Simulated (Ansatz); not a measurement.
Ansatz (a first-principles code), DFT, PBE, plane waves, its default PAW files: fcc Cu, atoms displaced (Cu40), 40 atoms. Basis and mesh were picked for this test and aren't claimed converged.

```
Item                                                     Result
-----------------------------  --------------------------------
cell                           3.62, 3.62, 36.15 Å; 90, 90, 90°
distance to the nearest atom                     2.46 to 2.53 Å
task                                               single point
k mesh                                                    8×8×1
hamiltonian.xc                                              pbe
kind of files                                               paw
scf.occupations.method                              fermi_dirac
scf.occupations.width                                    0.1 eV
output.forces                                              true
memory maximum (--max-ram)                               200GiB
accuracy                                       medium (default)
basis.precision                                  auto (default)
basis.xc_grid                                       2 (default)
scf.eigensolver.kind                             auto (default)
scf.convergence.dr2_threshold             4.72416e-07 (default)
scf.lower_state_search                          light (default)
k-points after symmetry                                      34
bands at the start                                          420
electrons                                                   760
plane waves at Γ                                           9193
cutoff (eV)                                                 420
FFT grid                                              25×25×243
symmetry operations                                           1
```

Settings of this run: scf.mixing.algorithm = auto, scf.mixing.preconditioner = none; 88 threads.

```tsv
iteration	dr2 (eV)	Hψ
1	3.36e-3	40008
2	4.92e-1	37137
3	1.94e1	26231
4	1.25e0	24896
5	3.58e-2	19676
6	9.25e-1	17328
7	1.22e-3	15998
8	6.78e-4	13622
9	3.96e-4	13644
10	1.02e-4	14280
11	2.55e-5	14231
12	4.26e-5	17214
13	3.24e-4	13634
14	9.65e-5	13628
15	9.50e-5	13622
16	2.02e-5	13622
17	3.80e-6	13622
18	3.29e-6	13625
19	1.40e-6	13630
20	9.34e-7	13622
21	2.21e-6	13625
22	5.47e-6	13630
23	5.40e-7	13622
24	7.90e-8	22475
```

It converged after 24 SCF iterations (all cycles of the run, searches included).

**Question.** Which change of one setting makes this cycle converge in far fewer steps?

**Answer.** One answer among several that fit: scf.mixing.preconditioner = auto (default) (8 SCF iterations (all cycles of the run, searches included)), all else kept; the first takes 23 s against 47 s on an otherwise empty node (Arm Neoverse V2). The first change moves the result by: energy under 0.001 meV/atom, forces (largest component) 0.018 meV/Å.

Keys are those of Ansatz 0.2.
